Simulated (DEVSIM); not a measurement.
System: Schottky contact on n-type Si, at 350 K.

```
layer (left to right)  material  thickness (μm)  Nd (cm⁻³)  τn (s)  τp (s)
---------------------  --------  --------------  ---------  ------  ------
1                            Si            9.30     3.6e16  0.0002  0.0002
```

Left contact: Schottky, work function 4.55 eV, emission velocity 2.6e6 cm/s. Right contact: ohmic. Voltage is applied to the left contact. Recombination: SRH at mid-gap. Mobility is μmin + (μ − μmin)/(1 + (N/Nref)^α).

Constants are typed, rounded textbook-type inputs, not results; the design itself was drawn at random and stands for no fabricated device. Values at 300 K; Nc and Nv go as T^1.5, mobilities as T to minus their exponent, the gap by Varshni's rule with the affinity fixed.

```csv
parameter,Si
gap (eV),1.124
affinity (eV),4.05
permittivity,11.7
Nc (cm⁻³),2.86e19
Nv (cm⁻³),3.1e19
μn (cm²/Vs),1417
μp (cm²/Vs),470
"μn,min",52
"μp,min",45
"Nref,n",9.7e16
"Nref,p",2.2e17
αn,0.68
αp,0.72
T exponent of μn,2.3
T exponent of μp,2.2
Varshni α (eV/K),0.000473
Varshni β (K),636
```

Model (solved in DEVSIM): 1D drift-diffusion, Boltzmann statistics, complete ionisation; no tunnelling, impact ionisation, image-force lowering or self-heating. Metal contacts follow the ideal Schottky-Mott rule: no Fermi-level pinning, no interface dipoles.

The temperature was swept, all else fixed.

```csv
temperature (K),potential step across the device at zero bias (V),dark forward voltage at 100 A/cm² (V),largest field in the device at zero bias (V/cm)
250,0.362,0.270,61000
300,0.327,[?],58000
350,0.292,0.171,54000
400,0.255,0.125,49000
450,0.217,0.089,44000
500,0.179,0.075,39000
```

Q: What belongs in the gaps?

A: 
- 300, dark forward voltage at 100 A/cm² (V): 0.220
